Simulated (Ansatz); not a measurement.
Si (diamond structure), cut as (100) film, 18 layers, dimers on {100} faces where they fit, ended by OH. Cell contents Si72O8H8; atoms relaxed. k-points: Γ-centred 4×4×1 mesh; occupations: Fermi-Dirac, 0.020 eV; spin polarisation not allowed. Scalar-relativistic, no spin-orbit coupling.

 The in-plane lattice is held at the bulk value.

Question: Estimate the electronic structure (gap or metallic character) that Ansatz (a first-principles code) with PBE returns for this input.

Answer: 
| Property | Value |
|---|---|
| electronic character | not metallic |
| Kohn-Sham band gap | 0.71 eV |
| character of the gap on the mesh and a band path of the cell's zone | direct (the cell's symmetry is low, so an edge off the path may lie nearer) |
| k-point of the valence-band top (reciprocal lattice units) | (0.000, 0.000, 0.000) |
| k-point of the conduction-band bottom (reciprocal lattice units) | (0.000, 0.000, 0.000) |
| weight of the highest filled level on the outer atoms and the ending | 0.07 |
| weight of the lowest empty level on the outer atoms and the ending | 0.18 |
| electron mass at the zone centre | 0.27 mₑ along the first reciprocal vector, 0.17 mₑ along the second reciprocal vector |
| hole mass of the top band at the zone centre | 0.17 mₑ along the second reciprocal vector; not resolved along the other |
| change of bonding against the cut | none |
| number of neighbours within 2.839 Å (ending not counted) | 3 for 8 atoms, 4 for 64 atoms |
| mean Si-Si distance (least to greatest) | 2.372 Å (2.345 to 2.445) |
